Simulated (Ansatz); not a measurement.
Input:

```yaml
crystal:
  lattice:
    - [2.77846, 0.00000, 0.00000]
    - [-1.38923, 2.40621, 0.00000]
    - [0.00000, 0.00000, 4.40116]
  atoms:
    - { symbol: Ti, position: [0.66667, 0.33333, 0.75000] }
    - { symbol: Ti, position: [0.33333, 0.66667, 0.25000] }
```

No spin polarisation.

All numbers come from Ansatz (a program for electronic structure), LDA, PAW, cutoff 420 eV, without spin-orbit coupling. Settings: 23×23×13 k-points, 0.1 eV Fermi–Dirac smearing.

### Question
Predict the band gap, pressure and space group.

### Answer
- Band gap = zero
- Pressure (mean of the normal stresses, compression positive) = 13.5 GPa
- Space group = P6_3/mmc (No. 194)

The cells carry an imposed strain or load. Stability against distortions was not tested. The final runs are not spin-polarised. The cell was made from Ti in the hcp (Mg type) structure (space group P6_3/mmc, No. 194) by this change: isotropic strain −3.00 %.
